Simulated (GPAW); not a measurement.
A self-consistent single point of LaSi3Os (I4mm, 5 atoms in the cell) with GPAW.

Method of the run: LDA (Perdew-Wang 92), GPAW PAW datasets LDA (gpaw-data 1.0.1) (plane waves; GPAW).

The change in words: lattice scaled by 0.98. Reference geometry:
```
CELL_PARAMETERS angstrom
     -2.14294     2.14294     4.98994
      2.14294    -2.14294     4.98994
      2.14294     2.14294    -4.98994
ATOMIC_POSITIONS crystal
  La 0.99856 0.99856 0.00000
  Si 0.41925 0.41925 0.00000
  Si 0.26042 0.76042 0.50000
  Si 0.76042 0.26042 0.50000
  Os 0.65535 0.65535 0.00000
```

Reference input (self-consistent single point, DFT LDA (Perdew-Wang 92), plane waves, GPAW PAW datasets LDA (gpaw-data 1.0.1)): mode = pw; ecut = 800 eV; xc = LDA; kpts = 8 8 8; mesh shift (steps) = 0 0 0; occupations.name = methfessel-paxton; occupations.width = 0.1 eV; occupations.order = 0; nbands = -9; convergence.density = 1e-05 e/electron; symmetry.symmorphic = false; symmetry.tolerance = 0.0005. This run's input differs from it in these lines:

```diff
@@ -5,5 +5,5 @@
 atoms = Atoms(['La', 'Si', 'Si', 'Si', 'Os'],
-              cell=[[-2.142935, 2.142935, 4.989945],
-                    [2.142935, -2.142935, 4.989945],
-                    [2.142935, 2.142935, -4.989945]],
+              cell=[[-2.100076, 2.100076, 4.890146],
+                    [2.100076, -2.100076, 4.890146],
+                    [2.100076, 2.100076, -4.890146]],
               scaled_positions=[[0.998560, 0.998560, 0.000000],
```

Log, with long lists cut:

```
     iter     time        total  log10-change:
                         energy   eigst   dens
iter:   1 --:--:--   -39.767118
iter:   2 --:--:--   -39.737208   -0.39  -1.14
iter:   3 --:--:--   -39.424596   -0.54  -1.17
iter:   4 --:--:--   -39.393497   -1.06  -1.37
iter:   5 --:--:--   -39.344107   -1.21  -1.53
iter:   6 --:--:--   -39.423415   -1.40  -1.91
iter:   7 --:--:--   -39.348545   -2.04  -1.73
iter:   8 --:--:--   -39.373726   -1.29  -1.98
iter:   9 --:--:--   -39.316654   -2.14  -2.08
iter:  10 --:--:--   -39.320824   -2.51  -2.57
iter:  11 --:--:--   -39.316371c  -3.14  -2.52
iter:  12 --:--:--   -39.316462c  -3.85  -2.94
iter:  13 --:--:--   -39.316752c  -3.65  -3.01
iter:  14 --:--:--   -39.316256c  -4.03  -3.04
iter:  15 --:--:--   -39.316288c  -4.47  -3.37
   [... 7 lines left out ...]
iter:  23 --:--:--   -39.316253c  -6.01  -3.98
iter:  24 --:--:--   -39.316255c  -6.16  -4.44
iter:  25 --:--:--   -39.316252c  -6.23  -4.43
iter:  26 --:--:--   -39.316252c  -7.38  -4.49
iter:  27 --:--:--   -39.316253c  -7.72c -4.66
iter:  28 --:--:--   -39.316253c  -8.14c -4.77
iter:  29 --:--:--   -39.316253c  -7.10  -4.81
iter:  30 --:--:--   -39.316253c  -8.11c -5.14c
Converged after 30 iterations.

Dipole moment: (0.000000, 0.000000, 2.367723) |e|*Ang

Energy contributions relative to reference atoms: (reference = -723171.913910)

Kinetic:        +57.190333
Potential:      -47.015899
External:        +0.000000
XC:             -48.727952
Entropy (-ST):   -0.008006
Local:           -0.758732
SIC:             +0.000000
--------------------------
Free energy:    -39.320255
Extrapolated:   -39.316253

Showing only first 2 kpts
 Kpt  Band  Eigenvalues  Occupancy
  0    16      9.98614    2.00000
  0    17      9.98614    2.00000
  0    18     11.24521    0.00000
  0    19     11.24521    0.00000

  1    16      9.92377    2.00000
  1    17     10.04734    2.00000
  1    18     10.36943    2.00000
  1    19     11.15081    0.00000

Fermi level: 10.80580

No gap
   [... lines left out ...]
Energy (eV): -39.316253

Forces in eV/Ang:
  0 La    0.00000    0.00000    0.01939
  1 Si    0.00000    0.00000   -0.27118
  2 Si    0.00000   -0.00000    0.23513
  3 Si    0.00000    0.00000    0.23513
  4 Os    0.00000    0.00000   -0.22011

Stress tensor:
    -0.023356     0.000000     0.000000
     0.000000    -0.023356     0.000000
     0.000000     0.000000    -0.029973
Stress (GPa, Voigt): [-3.7421 -3.7421 -4.8022  0.      0.      0.    ]
```

The run converged in 30 iterations. GPAW prints stress with tension positive. Against the reference run the free energy drops by 4.2 meV/atom, the pressure goes from -4.86 to 4.10 GPa and the largest force goes from 0.141 to 0.271 eV/Å.

The starting cell comes from a database of computed structures (which also holds hypothetical and non-ambient phases and stackings), without a prior relaxation at this level. For this run, on top of that: lattice scaled by 0.98. Spin polarisation is off. With a pressure of about 4 GPa the cell is away from its equilibrium volume at this level.

Cost on one core of a shared machine: roughly 4 min.
